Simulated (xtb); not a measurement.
xtb 6.7.1, GFN2-xTB: dipivaloylmethane (CC(C)(C)C(=O)C=C(O)C(C)(C)C), 33 atoms. The geometry is a generated start, not checked to be a minimum at this level.

```
Item                                                                                                           Result
------------------------  -------------------------------------------------------------------------------------------
method                                                                                                       GFN2-xTB
--acc                                                                                                     1 (default)
--etemp (K)                                                                                             300 (default)
detailed input (--input)  none: ANC optimiser, Lindh (1995) Hessian, microcycle=20, maxdispl=1.0, hlow=0.01 (default)
basis functions                                                                                                    72
valence electrons                                                                                                  76
```

The structure is relaxed from this start with --opt LEVEL for the levels crude, sloppy, loose, lax, normal, tight, vtight, extreme, once each. Up to the end of the extreme run atoms move by at most 0.19 Å along an axis.

**Question.** Choose the cheapest level whose final energy lies within 1 meV of that of extreme.

**Answer.** normal: 14 cycles against 44, ending 0.72 meV above.

| level | cycles | energy above the extreme run (meV) | gradient norm (eV/Å) |
|---|---|---|---|
| crude | 1 | 5.1 | 0.17 |
| sloppy | 1 | 5.1 | 0.17 |
| loose | 1 | 5.1 | 0.17 |
| lax | 4 | 3.7 | 0.10 |
| normal | 14 | 0.72 | 0.0091 |
| tight | 22 | 0.27 | 0.0039 |
| vtight | 39 | under 0.01 | 0.0015 |
| extreme | 44 | — | 0.00079 |
